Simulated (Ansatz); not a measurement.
## Effect of isotropic strain −0.50 % on ZnS

Start from ZnS in the zinc blende structure (space group F-43m, No. 216; a = 5.443 Å).

The change: every lattice vector is shortened by 0.50 %; the atoms relax in the strained cell.

Computed with Kohn–Sham DFT with the PBE functional, run in Ansatz (a program for electronic structure) with PAW and 420 eV plane waves, no spin-orbit coupling. Γ-centred 10×10×10 mesh, Fermi–Dirac width 0.05 eV.

```json
[
 {"quantity": "volume per atom", "base": "20.16 Å³", "changed": "19.86 Å³", "shift": "-0.30 Å³"},
 {"quantity": "space group", "base": "F-43m (No. 216)", "changed": "F-43m (No. 216)", "shift": "–"},
 {"quantity": "shortest interatomic distance", "base": "2.357 Å", "changed": "2.345 Å", "shift": "-0.012 Å"},
 {"quantity": "energy relative to the base (free energy F)", "base": "0 meV/atom", "changed": "+1.0 meV/atom", "shift": "+1.0 meV/atom"},
 {"quantity": "pressure", "base": "0.01 GPa", "changed": "1.09 GPa", "shift": "+1.08 GPa"},
 {"quantity": "band gap", "base": "2.02 eV", "changed": "2.08 eV", "shift": "+0.06 eV"},
 {"quantity": "gap character", "base": "direct at Γ", "changed": "direct at Γ", "shift": "–"},
 {"quantity": "mean gap deformation potential ΔEg/Δln V", "base": "–", "changed": "-4.3 eV", "shift": "–"},
 {"quantity": "width of the top valence band", "base": "2.63 eV", "changed": "2.69 eV", "shift": "+0.06 eV"},
 {"quantity": "electron mass", "base": "0.17 mₑ (at Γ)", "changed": "0.17 mₑ (at Γ)", "shift": "–"},
 {"quantity": "hole mass (degenerate bands, along [100])", "base": "0.18, 0.72, 0.72 mₑ (at Γ)", "changed": "0.19, 0.70, 0.70 mₑ (at Γ)", "shift": "–"},
 {"quantity": "valley order (the lowest conduction-band minima on the path, energy above the VBM, named in the base's zone)", "base": "Γ 2.02 eV; L along ⟨111⟩ 3.26 eV; X along ⟨100⟩ 3.45 eV", "changed": "Γ 2.08 eV; L along ⟨111⟩ 3.29 eV; X along ⟨100⟩ 3.42 eV", "shift": "–"}
]
```

Effective masses come from finite differences of ±0.01 Å⁻¹. Whether these cells are dynamically stable was not tested.
